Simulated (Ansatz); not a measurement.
# Response to strain in InAs

The reference is InAs in the zinc blende structure (space group F-43m, No. 216; a = 6.087 Å). Axes: x, y, z lie along the cube axes.

Strains are applied to the cell and any free atomic positions relax.

The values are results of Kohn–Sham DFT with the PBEsol functional, run in Ansatz (an electronic-structure program) with PAW and 420 eV plane waves, without spin-orbit coupling, not measurements.

Candidates:
(a) isotropic strain +1.18 %
(b) uniaxial strain ε_zz = +4.20 %
(c) isotropic strain +2.90 %
(d) strain tensor (xx, yy, zz, yz, xz, xy) = (+0.16, −0.42, −1.07, −0.68, −0.95, +0.48) %

Notes on the quantities. energy relative to the base: free energy F.

Order them by energy relative to the base, highest first.

(c) isotropic strain +2.90 % (+33 meV/atom), (b) uniaxial strain ε_zz = +4.20 % (+12 meV/atom), (a) isotropic strain +1.18 % (+5.8 meV/atom), (d) strain tensor (xx, yy, zz, yz, xz, xy) = (+0.16, −0.42, −1.07, −0.68, −0.95, +0.48) % (+3.1 meV/atom)

The mesh was chosen for an insulator and is coarse for the gapless case. No phonon test of stability was made. All final runs are without spin polarisation.
